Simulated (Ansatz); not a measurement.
A periodic model of amorphous Al$_{28}$O$_{44}$Si:

```xyz
73
Lattice="9.3141 0.0000 0.0000 0.0000 9.3141 0.0000 0.0000 0.0000 9.3141" Properties=species:S:1:pos:R:3 pbc="T T T"
Al     8.0891     0.2083     2.3800
Al     0.3621     3.0298     2.5994
Al     3.2769     8.3480     8.3562
Al     3.3661     8.9397     4.2772
Al     4.7810     1.8570     6.5404
Al     7.3614     9.0848     6.7051
Al     5.3147     4.5465     8.0603
Al     8.9929     5.4182     0.7137
Al     8.3859     6.4361     7.4965
Al     6.6777     7.7024     3.7266
Al     0.6332     0.8790     0.1958
Al     6.9700     4.7472     5.2649
Al     4.2917     0.0150     1.8486
Al     8.3123     2.3210     4.8780
Al     1.4257     7.6737     1.8410
Al     6.7921     3.1926     1.3911
Al     7.4802     2.3790     7.8934
Al     2.8262     2.9576     1.6149
Al     2.8402     6.3159     5.5257
Al     4.8727     5.2255     3.3426
Al     0.3539     5.5612     4.4738
Al     6.1850     7.4812     0.2217
Al     2.1141     0.9183     6.7504
Al     0.2199     8.5669     5.1602
Al     5.2635     7.2576     6.4116
Al     5.3362     2.0620     3.3688
Al     2.7790     3.4513     4.9743
Al     0.6751     3.9893     6.9599
O      1.7877     0.1690     8.3571
O      2.9947     4.3906     0.6079
O      1.2694     2.2731     1.0920
O      7.7421     6.4476     9.2412
O      3.9939     6.2715     2.2820
O      4.0791     7.4477     4.8952
O      6.0030     5.4852     6.6700
O      4.9863     0.1652     3.5289
O      8.4370     3.9059     1.4896
O      6.6549     8.1161     1.9061
O      2.4414     7.0909     0.3461
O      1.7517     2.6070     6.4563
O      6.7454     1.5545     2.1048
O      5.4429     3.7784     2.4650
O      0.5644     6.1242     2.1207
O      2.0994     3.3596     3.2399
O      8.4028     5.7275     5.7827
O      6.3811     1.3099     7.0341
O      9.0207     3.9482     4.0887
O      3.8185     0.4124     7.0053
O      5.0020     5.9161     9.2454
O      6.5325     3.5052     8.9418
O      2.7125     8.6970     2.5909
O      0.1970     8.9149     1.3445
O      4.0624     1.7625     1.8018
O      8.9603     1.5723     3.2989
O      8.3904     8.2983     3.7358
O      1.8662     0.1069     5.2049
O      3.5290     6.9594     7.1852
O      4.0640     2.1317     4.8455
O      1.6406     4.8885     5.7301
O      8.9088     8.0029     6.8665
O      0.2809     5.1460     8.2716
O      6.4324     8.2001     5.4163
O      6.3335     7.9572     7.7982
O      1.3087     7.0560     4.6570
O      8.5797     0.7701     5.7303
O      3.8400     4.9035     4.7404
O      8.4481     1.3303     8.8189
O      6.6051     2.9929     4.7092
O      8.3758     3.2665     6.6262
O      6.4196     5.8998     3.9099
O      4.3396     3.3465     7.3134
O      4.5848     8.5815     0.2885
Si     3.5435     5.8942     0.7820
```

Calculation: PBE, scalar-relativistic without spin-orbit coupling (plane waves to 420 eV, PAW; Ansatz, a first-principles code).

Preparation: random packing, a CHGNet melt and quench, and a DFT relaxation. O atoms were pushed apart under 1.9 Å during the dynamics, to hinder bonds among them. The hot cell started wider than the set density and was brought back towards it in steps. It is the lowest in DFT energy of 2 quenches. It is a model cell: composition and starting density were chosen by hand, and all elements were melted together. No dispersion term was used. Its density started from a set value of 3.06 and ended at 3.06 g/cm³. Cooling (nominally 280 K/ps over its main leg) ran many orders faster than in experiment, which tends to leave more defects and strain. Values belong to this one cell and scatter from quench to quench. The volume was held where the preparation left it, at a PBE pressure of -1.1 GPa (tension). Stress components on the final sampling reach 2.4 GPa.

Bonds are counted up to Al-Al 2.66 Å, Al-O 2.20 Å, Al-Si 2.55 Å, O-O 1.58 Å, O-Si 2.12 Å, Si-Si 2.60 Å. Two cations that share two anions don't count as bonded, nor two that share one unless they lie closer than Al-Al 2.59 Å, Al-Si 2.48 Å, Si-Si 2.38 Å.

Task: Give the coordination numbers, mean bond lengths and angles.

Result: 
- Mean coordination of Al by anions = 4.43 (17 with 4, 10 with 5, 1 with 6)
- Mean coordination of O = 2.91 (5 with 2, 38 with 3, 1 with 4)
- Mean coordination of Si by anions = 4.00 (1 with 4)
- Mean Al-O bond = 1.846 Å (spread 0.074 Å, 124 counted)
- Mean O-Si bond = 1.648 Å (spread 0.038 Å, 4 counted)
- Bond angle at Al = mean 107.7°, spread 22.5°
- Bond angle at O = mean 117.1°, spread 16.0°
- Bond angle at Si = mean 109.4°, spread 5.3°

Task: List the pairs of like atoms that count as bonded by the rules above.

Result: There are none by these rules.

Task: What Bader charges do the atoms carry, from a run on the zone centre alone?

Result: Means (range): Al +2.53 e (+2.51 to +2.54), O -1.68 e (-1.72 to -1.65), Si +3.24 e (+3.24 to +3.24).
| atom | charge (e) |
|---|---|
| Al1 | +2.53 |
| Al2 | +2.54 |
| Al3 | +2.54 |
| Al4 | +2.53 |
| Al5 | +2.52 |
| Al6 | +2.54 |
| Al7 | +2.53 |
| Al8 | +2.52 |
| Al9 | +2.51 |
| Al10 | +2.53 |
| Al11 | +2.53 |
| Al12 | +2.52 |
| Al13 | +2.52 |
| Al14 | +2.53 |
| Al15 | +2.53 |
| Al16 | +2.52 |
| Al17 | +2.53 |
| Al18 | +2.53 |
| Al19 | +2.53 |
| Al20 | +2.53 |
| Al21 | +2.52 |
| Al22 | +2.54 |
| Al23 | +2.52 |
| Al24 | +2.54 |
| Al25 | +2.53 |
| Al26 | +2.54 |
| Al27 | +2.54 |
| Al28 | +2.53 |
| O29 | -1.69 |
| O30 | -1.66 |
| O31 | -1.69 |
| O32 | -1.68 |
| O33 | -1.66 |
| O34 | -1.68 |
| O35 | -1.69 |
| O36 | -1.68 |
| O37 | -1.69 |
| O38 | -1.67 |
| O39 | -1.68 |
| O40 | -1.68 |
| O41 | -1.67 |
| O42 | -1.69 |
| O43 | -1.66 |
| O44 | -1.69 |
| O45 | -1.69 |
| O46 | -1.70 |
| O47 | -1.69 |
| O48 | -1.69 |
| O49 | -1.69 |
| O50 | -1.71 |
| O51 | -1.69 |
| O52 | -1.69 |
| O53 | -1.69 |
| O54 | -1.68 |
| O55 | -1.68 |
| O56 | -1.70 |
| O57 | -1.68 |
| O58 | -1.69 |
| O59 | -1.72 |
| O60 | -1.68 |
| O61 | -1.68 |
| O62 | -1.68 |
| O63 | -1.68 |
| O64 | -1.68 |
| O65 | -1.67 |
| O66 | -1.68 |
| O67 | -1.66 |
| O68 | -1.67 |
| O69 | -1.70 |
| O70 | -1.70 |
| O71 | -1.65 |
| O72 | -1.68 |
| Si73 | +3.24 |
